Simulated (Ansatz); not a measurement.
The starting structures come from a database of crystals and need not be the phases stable at ambient conditions.

## Evanescent states of Sr(AsO₃)₂ (P6_3/mcm, not sure to be the ambient phase, 18 atoms a cell, 12.5 Å³ an atom) along the normal of (100)

The numbers are results of r2SCAN (plane waves, PAW; Ansatz, a quantum-chemistry and plane-wave program), not measurements.

The gap is the functional's own, uncorrected, and κ follows it; spin-orbit coupling is left out. Mid-gap values are interpolated between the computed energies.

Energies count from the valence-band top; κ is the least over a 6×4 mesh across the current.

```json
[
 {"E (eV)": "0.10", "κ (1/Å)": "0.219", "where": "off Γ"},
 {"E (eV)": "0.32", "κ (1/Å)": "0.264", "where": "off Γ"},
 {"E (eV)": "0.53", "κ (1/Å)": "0.287", "where": "Γ"},
 {"E (eV)": "0.73", "κ (1/Å)": "0.301", "where": "Γ"},
 {"E (eV)": "0.94", "κ (1/Å)": "0.312", "where": "Γ"},
 {"E (eV)": "1.16", "κ (1/Å)": "0.321", "where": "Γ"},
 {"E (eV)": "1.36", "κ (1/Å)": "0.328", "where": "Γ"},
 {"E (eV)": "1.57", "κ (1/Å)": "0.333", "where": "Γ"},
 {"E (eV)": "1.78", "κ (1/Å)": "0.335", "where": "Γ"},
 {"E (eV)": "2.00", "κ (1/Å)": "0.336", "where": "Γ"},
 {"E (eV)": "2.21", "κ (1/Å)": "0.335", "where": "Γ"},
 {"E (eV)": "2.42", "κ (1/Å)": "0.331", "where": "Γ"},
 {"E (eV)": "2.62", "κ (1/Å)": "0.325", "where": "Γ"},
 {"E (eV)": "2.83", "κ (1/Å)": "0.317", "where": "Γ"},
 {"E (eV)": "3.04", "κ (1/Å)": "0.306", "where": "Γ"},
 {"E (eV)": "3.25", "κ (1/Å)": "0.291", "where": "Γ"},
 {"E (eV)": "3.46", "κ (1/Å)": "0.272", "where": "Γ"},
 {"E (eV)": "3.67", "κ (1/Å)": "0.247", "where": "Γ"},
 {"E (eV)": "3.88", "κ (1/Å)": "0.214", "where": "Γ"},
 {"E (eV)": "4.09", "κ (1/Å)": "0.167", "where": "Γ"},
 {"E (eV)": "4.30", "κ (1/Å)": "0.083", "where": "Γ"}
]
```

Question: How thick must the barrier be to attenuate the transmission by 10^4 when the electrodes' Fermi level lies at 4.30 eV, and what attenuation does that film give at 0.94 eV?

Answer: d = 4 ln 10 / (2 × 0.083) = 55.5 Å. At 0.94 eV it gives 4 × 0.312/0.083 = 15.0 decades.
